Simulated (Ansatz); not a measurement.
The parent structure is Sn in the diamond structure (space group Fd-3m, No. 227).

```
Sn
1.0
    0.00000     3.28439     3.28439
    3.28439     0.00000     3.28439
    3.28439     3.28439     0.00000
Sn
2
Direct
  0.50000   0.50000   0.50000
  0.75000   0.75000   0.75000
```

Cartesian axes are those of the cell as printed.

Computed with plane-wave PAW DFT at the r2SCAN level (Ansatz, a quantum-chemistry and plane-wave program, 500 eV), without spin-orbit coupling, earlier PAW set.

Before the change:

The pressure is 0.0 GPa and the volume per atom comes out as 35.43 Å³.

It is then changed as follows: tensile biaxial strain of 1.39 % in the plane normal to [111], as in epitaxy on a mismatched substrate; the out-of-plane cell vector and the atoms relax.

### Question
Predict the new energy relative to the base, pressure and volume per atom.

### Answer
The energy grows by 3.9 meV/atom; the pressure (mean of the normal stresses, compression positive) goes from zero to -0.8 GPa; the volume per atom goes up by 0.71 Å³ to 36.14 Å³.

No phonon test of stability was made.
